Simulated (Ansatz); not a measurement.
Electronic density of states of amorphous Hf$_{27}$O$_{45}$N$_{6}$, density 9.59 g/cm³, on a 2×2×2 Γ-centred mesh with a Gaussian width of 0.1 eV; energies count from the Fermi level, whose place inside the gap is arbitrary. Cell and mesh are small, so fine structure isn't converged. Calculation: PBE, scalar-relativistic without spin-orbit coupling (plane waves to 420 eV, PAW; Ansatz, a first-principles code). Sampling: a 2×2×2 Γ-centred mesh; Fermi-Dirac width 0.02 eV; no spin polarisation.

The cell was made by melting and quenching with the CHGNet potential and then relaxed with DFT. O and N atoms were pushed apart under 1.9 Å during the dynamics, to hinder bonds among them. The hot cell started wider than the set density and was brought back towards it in steps. It is the lowest in DFT energy of 4 quenches. It is a model cell: composition and starting density were chosen by hand, and all elements were melted together. No dispersion term was used. Its density started from a set value of 9.59 and ended at 9.59 g/cm³. The simulated quench (nominally 150 K/ps over its main leg) is rapid and tends to freeze in more defects than a deposited or slowly cooled glass has. A cell of this size samples the disorder only roughly. The volume was held where the preparation left it and the shape relaxed, at a PBE pressure of -0.3 GPa (tension).

| E - EF (eV) | states/(eV atom) |
|---|---|
| -12.00 | 1.17 |
| -11.90 | 0.85 |
| -11.80 | 0.30 |
| -11.70 | 0.03 |
| -11.60 | 0.00 |
| -11.50 | 0.00 |
| -11.40 | 0.00 |
| -11.30 | 0.00 |
| -11.20 | 0.00 |
| -11.10 | 0.00 |
| -11.00 | 0.00 |
| -10.90 | 0.00 |
| -10.80 | 0.00 |
| -10.70 | 0.00 |
| -10.60 | 0.00 |
| -10.50 | 0.00 |
| -10.40 | 0.00 |
| -10.30 | 0.00 |
| -10.20 | 0.00 |
| -10.10 | 0.00 |
| -10.00 | 0.00 |
| -9.90 | 0.00 |
| -9.80 | 0.00 |
| -9.70 | 0.00 |
| -9.60 | 0.00 |
| -9.50 | 0.00 |
| -9.40 | 0.00 |
| -9.30 | 0.00 |
| -9.20 | 0.00 |
| -9.10 | 0.00 |
| -9.00 | 0.00 |
| -8.90 | 0.00 |
| -8.80 | 0.00 |
| -8.70 | 0.00 |
| -8.60 | 0.00 |
| -8.50 | 0.00 |
| -8.40 | 0.00 |
| -8.30 | 0.00 |
| -8.20 | 0.00 |
| -8.10 | 0.00 |
| -8.00 | 0.00 |
| -7.90 | 0.00 |
| -7.80 | 0.00 |
| -7.70 | 0.00 |
| -7.60 | 0.00 |
| -7.50 | 0.00 |
| -7.40 | 0.04 |
| -7.30 | 0.21 |
| -7.20 | 0.36 |
| -7.10 | 0.36 |
| -7.00 | 0.37 |
| -6.90 | 0.44 |
| -6.80 | 0.51 |
| -6.70 | 0.58 |
| -6.60 | 0.65 |
| -6.50 | 0.69 |
| -6.40 | 0.71 |
| -6.30 | 0.77 |
| -6.20 | 0.79 |
| -6.10 | 0.81 |
| -6.00 | 0.76 |
| -5.90 | 0.78 |
| -5.80 | 0.83 |
| -5.70 | 0.83 |
| -5.60 | 0.84 |
| -5.50 | 0.83 |
| -5.40 | 0.80 |
| -5.30 | 0.78 |
| -5.20 | 0.77 |
| -5.10 | 0.82 |
| -5.00 | 0.84 |
| -4.90 | 0.78 |
| -4.80 | 0.78 |
| -4.70 | 0.77 |
| -4.60 | 0.73 |
| -4.50 | 0.77 |
| -4.40 | 0.81 |
| -4.30 | 0.81 |
| -4.20 | 0.82 |
| -4.10 | 0.79 |
| -4.00 | 0.80 |
| -3.90 | 0.79 |
| -3.80 | 0.81 |
| -3.70 | 0.86 |
| -3.60 | 0.81 |
| -3.50 | 0.79 |
| -3.40 | 0.81 |
| -3.30 | 0.82 |
| -3.20 | 0.87 |
| -3.10 | 0.83 |
| -3.00 | 0.80 |
| -2.90 | 0.84 |
| -2.80 | 0.81 |
| -2.70 | 0.74 |
| -2.60 | 0.67 |
| -2.50 | 0.62 |
| -2.40 | 0.60 |
| -2.30 | 0.53 |
| -2.20 | 0.38 |
| -2.10 | 0.28 |
| -2.00 | 0.33 |
| -1.90 | 0.39 |
| -1.80 | 0.31 |
| -1.70 | 0.23 |
| -1.60 | 0.19 |
| -1.50 | 0.07 |
| -1.40 | 0.01 |
| -1.30 | 0.00 |
| -1.20 | 0.00 |
| -1.10 | 0.00 |
| -1.00 | 0.00 |
| -0.90 | 0.00 |
| -0.80 | 0.00 |
| -0.70 | 0.00 |
| -0.60 | 0.00 |
| -0.50 | 0.00 |
| -0.40 | 0.00 |
| -0.30 | 0.00 |
| -0.20 | 0.00 |
| -0.10 | 0.00 |
| 0.00 | 0.00 |
| 0.10 | 0.00 |
| 0.20 | 0.00 |
| 0.30 | 0.00 |
| 0.40 | 0.00 |
| 0.50 | 0.00 |
| 0.60 | 0.00 |
| 0.70 | 0.00 |
| 0.80 | 0.00 |
| 0.90 | 0.00 |
| 1.00 | 0.00 |
| 1.10 | 0.00 |
| 1.20 | 0.00 |
| 1.30 | 0.00 |
| 1.40 | 0.01 |
| 1.50 | 0.07 |
| 1.60 | 0.19 |
| 1.70 | 0.20 |
| 1.80 | 0.21 |
| 1.90 | 0.34 |
| 2.00 | 0.39 |
| 2.10 | 0.36 |
| 2.20 | 0.43 |
| 2.30 | 0.49 |
| 2.40 | 0.50 |
| 2.50 | 0.53 |
| 2.60 | 0.58 |
| 2.70 | 0.61 |
| 2.80 | 0.59 |
| 2.90 | 0.60 |
| 3.00 | 0.68 |
| 3.10 | 0.74 |
| 3.20 | 0.76 |
| 3.30 | 0.73 |
| 3.40 | 0.73 |
| 3.50 | 0.72 |
| 3.60 | 0.75 |
| 3.70 | 0.77 |
| 3.80 | 0.75 |
| 3.90 | 0.74 |
| 4.00 | 0.68 |
| 4.10 | 0.64 |
| 4.20 | 0.67 |
| 4.30 | 0.66 |
| 4.40 | 0.66 |
| 4.50 | 0.64 |

The gap on this mesh is 3.13 eV; the broadening fills part of it in the curve.
